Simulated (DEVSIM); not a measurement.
System: abrupt Si p-n junction, at 300 K.

```
layer (left to right)  material  thickness (μm)  Nd (cm⁻³)  Na (cm⁻³)  τn (s)  τp (s)
---------------------  --------  --------------  ---------  ---------  ------  ------
1                            Si           0.110          -     2.1e18  1.1e-6  1.1e-6
2                            Si             120     2.4e17          -  1.1e-6  1.1e-6
```

Left contact: ohmic. Right contact: ohmic. Voltage is applied to the left contact. Recombination: SRH at mid-gap, radiative. Mobility is constant in doping.

Constants are typed, rounded textbook-type inputs, not results; the design itself was drawn at random and stands for no fabricated device. Values at 300 K.

```tsv
parameter	Si
gap (eV)	1.124
affinity (eV)	4.05
permittivity	11.7
Nc (cm⁻³)	2.86e19
Nv (cm⁻³)	3.1e19
μn (cm²/Vs)	1417
μp (cm²/Vs)	470
B (cm³/s)	4.7e-15
```

Model (solved in DEVSIM): 1D drift-diffusion, Boltzmann statistics, complete ionisation; no tunnelling, impact ionisation, image-force lowering or self-heating.

Task: Tabulate band edges, carrier densities and field at zero bias.

Result: Energies count from the Fermi level of the right contact; mesh points crowd at the junctions.

```json
[
 {"x (μm)": "0.000", "Ec (eV)": "1.054", "Ev (eV)": "-0.070", "n (cm⁻³)": "< 1e2", "p (cm⁻³)": "2.1e18", "field (V/cm)": "≈ 0"},
 {"x (μm)": "0.02497", "Ec (eV)": "1.054", "Ev (eV)": "-0.070", "n (cm⁻³)": "< 1e2", "p (cm⁻³)": "2.1e18", "field (V/cm)": "≈ 0"},
 {"x (μm)": "0.06145", "Ec (eV)": "1.054", "Ev (eV)": "-0.070", "n (cm⁻³)": "< 1e2", "p (cm⁻³)": "2.1e18", "field (V/cm)": "≈ 0"},
 {"x (μm)": "0.09496", "Ec (eV)": "1.053", "Ev (eV)": "-0.071", "n (cm⁻³)": "< 1e2", "p (cm⁻³)": "2.0e18", "field (V/cm)": "-4300"},
 {"x (μm)": "0.1252", "Ec (eV)": "0.613", "Ev (eV)": "-0.511", "n (cm⁻³)": "1.4e9", "p (cm⁻³)": "8.1e10", "field (V/cm)": "-190000"},
 {"x (μm)": "0.1746", "Ec (eV)": "0.140", "Ev (eV)": "-0.984", "n (cm⁻³)": "1.3e17", "p (cm⁻³)": "910", "field (V/cm)": "-18000"},
 {"x (μm)": "0.2864", "Ec (eV)": "0.124", "Ev (eV)": "-1.000", "n (cm⁻³)": "2.4e17", "p (cm⁻³)": "480", "field (V/cm)": "≈ 0"},
 {"x (μm)": "0.6891", "Ec (eV)": "0.124", "Ev (eV)": "-1.000", "n (cm⁻³)": "2.4e17", "p (cm⁻³)": "480", "field (V/cm)": "≈ 0"},
 {"x (μm)": "1.450", "Ec (eV)": "0.124", "Ev (eV)": "-1.000", "n (cm⁻³)": "2.4e17", "p (cm⁻³)": "480", "field (V/cm)": "≈ 0"},
 {"x (μm)": "3.048", "Ec (eV)": "0.124", "Ev (eV)": "-1.000", "n (cm⁻³)": "2.4e17", "p (cm⁻³)": "480", "field (V/cm)": "≈ 0"},
 {"x (μm)": "6.784", "Ec (eV)": "0.124", "Ev (eV)": "-1.000", "n (cm⁻³)": "2.4e17", "p (cm⁻³)": "480", "field (V/cm)": "≈ 0"},
 {"x (μm)": "20.24", "Ec (eV)": "0.124", "Ev (eV)": "-1.000", "n (cm⁻³)": "2.4e17", "p (cm⁻³)": "480", "field (V/cm)": "≈ 0"},
 {"x (μm)": "45.68", "Ec (eV)": "0.124", "Ev (eV)": "-1.000", "n (cm⁻³)": "2.4e17", "p (cm⁻³)": "480", "field (V/cm)": "≈ 0"},
 {"x (μm)": "84.82", "Ec (eV)": "0.124", "Ev (eV)": "-1.000", "n (cm⁻³)": "2.4e17", "p (cm⁻³)": "480", "field (V/cm)": "≈ 0"},
 {"x (μm)": "107.9", "Ec (eV)": "0.124", "Ev (eV)": "-1.000", "n (cm⁻³)": "2.4e17", "p (cm⁻³)": "480", "field (V/cm)": "≈ 0"},
 {"x (μm)": "114.7", "Ec (eV)": "0.124", "Ev (eV)": "-1.000", "n (cm⁻³)": "2.4e17", "p (cm⁻³)": "480", "field (V/cm)": "≈ 0"},
 {"x (μm)": "117.7", "Ec (eV)": "0.124", "Ev (eV)": "-1.000", "n (cm⁻³)": "2.4e17", "p (cm⁻³)": "480", "field (V/cm)": "≈ 0"},
 {"x (μm)": "119.1", "Ec (eV)": "0.124", "Ev (eV)": "-1.000", "n (cm⁻³)": "2.4e17", "p (cm⁻³)": "480", "field (V/cm)": "≈ 0"},
 {"x (μm)": "119.8", "Ec (eV)": "0.124", "Ev (eV)": "-1.000", "n (cm⁻³)": "2.4e17", "p (cm⁻³)": "480", "field (V/cm)": "≈ 0"},
 {"x (μm)": "120.0", "Ec (eV)": "0.124", "Ev (eV)": "-1.000", "n (cm⁻³)": "2.4e17", "p (cm⁻³)": "480", "field (V/cm)": "≈ 0"},
 {"x (μm)": "120.1", "Ec (eV)": "0.124", "Ev (eV)": "-1.000", "n (cm⁻³)": "2.4e17", "p (cm⁻³)": "480", "field (V/cm)": "≈ 0"},
 {"x (μm)": "120.1", "Ec (eV)": "0.124", "Ev (eV)": "-1.000", "n (cm⁻³)": "2.4e17", "p (cm⁻³)": "480", "field (V/cm)": "≈ 0"}
]
```
